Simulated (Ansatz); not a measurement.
A hypothetical phase is included: elements placed on a structure type, which no database files for this compound.

By r2SCAN, the system below comes out a metal.

Without scattering a metal conducts by its projected Fermi surface.

Here is the system:

```xyz
8
Lattice="9.1428 0.0000 0.0000 -4.5714 7.9179 0.0000 4.5714 2.6393 7.4651" Properties=species:S:1:pos:R:3 pbc="T T T"
Ge     4.5714     4.1561     6.9289
Ge     3.2579     8.6763     6.1351
Ge     7.8293     9.7989     6.9289
Ge     4.5714     6.4012     6.1351
Ge     4.5714     7.9179     1.6088
Ge     4.5714     7.9179     3.9901
Ge     1.3135     9.7989     6.9289
Ge     5.8850     8.6763     6.1351
```

The cell was relaxed by PBE-D3(BJ); by r2SCAN it stands under a pressure of -1.0 GPa.

The current flows along the normal of the first two printed cell vectors, the (111) plane of the conventional cell. No spin-orbit coupling; the value is a mean over 0.1 eV about the Fermi level.

**Question.** Estimate the ballistic conductance per area that r2SCAN run with Ansatz (a program for electronic structure) returns for this system.

**Answer.** 0.15 × 10¹⁵ S/m² for both spins.
